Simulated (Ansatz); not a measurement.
**Re: stress against strain**

Re (hcp, P6_3/mmc, 14.560 Å³/atom at rest, c along z) under an equal strain ε in the (0001) plane with the normal axis free, as in a coherent film. PBEsol in Ansatz, a plane-wave DFT program (PAW, default set), 420 eV, 24×24×13 Γ-centred mesh, Fermi-Dirac smearing 0.10 eV; ions are relaxed within the symmetry of each cell. Stress is positive for a compressed cell.

Here s stands for strain and y for stress xx.

```
strain (%)  stress xx (GPa)
----------  ---------------
-3.00                     ?
-1.50                 12.80
-1.00                  8.26
-0.50                  3.99
0.00                   0.00
0.50                  -3.72
1.00                  -7.18
1.50                 -10.40
```

Fit y of the 7 rows that show it with a straight line. Means: s 0, y 0.536. About the means, the sum of products is -54.095 and the sum of squares of s is 7.0000; the slope is their ratio. Least squares gives y = 0.536 - 7.7279·s. Residuals (row less fit): 0.672, -0.004, -0.410, -0.536, -0.392, 0.012, 0.656; standard error 0.546 (degrees of freedom: 5). The slope gives the biaxial elastic modulus of this plane = 773 ± 21 GPa.

Question: What does the fit predict for y at s = -3.00, and how far is the calculated value from it?

Answer: y = 0.536 - 7.7279 × (-3.0) = 23.720 GPa. The calculation gives 28.10 GPa, 4.380 GPa above the prediction (11.4 % of the range of y in the table). The row lies outside the fitted rows, so this is an extrapolation. From the scatter of the fitted rows alone, a prediction at this place has a standard error of 0.851 GPa, so the miss is 5.1 times that.

One order more, fitted to all 13 runs of the series, follows each within 0.12, so the miss is the next term of a smooth law. In a metal these values are sensitive to mesh and smearing; energies are taken to zero smearing, stresses follow the free energy. Rows are the converged runs of the series near zero and its far end; series whose fitted rows scatter by over a few per cent of the range, as at a crossing or softening among them, aren't shown in this form. Most that stay on the fit to the last digits aren't either.
